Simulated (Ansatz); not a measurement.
Base system: ZnGeP2 in the chalcopyrite structure (space group I-42d, No. 122; a = 5.374 Å, c = 10.625 Å). Axes: x, y, z lie along a, b, c of the conventional cell.

The values are results of LDA (Ansatz, a program for electronic structure, PAW, no spin-orbit coupling), not measurements.

Base values:

| Item | Result |
|---|---|
| Valence-band top at Γ | 0.00, -0.07, -0.07 eV |
| Pressure | -0.01 GPa |

It is then changed as follows: the cell is compressed by 1.50 % along x with no lateral relaxation, atoms relaxed at fixed cell.

Problem. Predict the new energy relative to the base, valence-band top at Γ and pressure.

Solution. The energy rises by 1.9 meV/atom; the valence-band top at Γ (three highest levels, from the VBM) changes from 0.00, -0.07, -0.07 eV to 0.00, -0.02, -0.10 eV; the pressure (mean of the normal stresses, compression positive) rises by 1.385 GPa, from -0.01 GPa to 1.38 GPa.

The levels and masses belong to the bands next to the band gap. The cells carry an imposed strain or load. No phonon test of stability was made.
